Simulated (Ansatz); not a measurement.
## What isotropic strain −3.81 % does to BaTiO3

The reference is BaTiO3 in the cubic perovskite structure (space group Pm-3m, No. 221; a = 4.019 Å).

Perturbation: every lattice vector is shortened by 3.81 %, atoms relaxed at fixed cell.

Calculations: plane-wave PAW DFT at the PBE level (Ansatz, a program for electronic structure, 420 eV), scalar-relativistic without spin-orbit coupling, earlier PAW set. k-mesh 8×8×8 (Γ-centred); smearing 0.05 eV (Fermi–Dirac).

Volume per atom: 11.56 Å³ (base 12.99 Å³)
Space group: Pm-3m (No. 221) (base Pm-3m (No. 221))
Shortest interatomic distance: 1.933 Å (base 2.010 Å)
Energy relative to the base (free energy F): +99 meV/atom
Pressure: 24.65 GPa (base 0.00 GPa)
Band gap: 2.00 eV (base 1.79 eV)
Gap character: direct at Γ (base indirect, R → Γ)
Width of the top valence band: 1.04 eV (base 0.95 eV)

Stability against distortions was not tested. The final runs are not spin-polarised. Many cubic perovskites are stable only at high temperature; tilts and polar distortions were not tested. This is not the structure that BaTiO3 has at room temperature and ambient pressure.
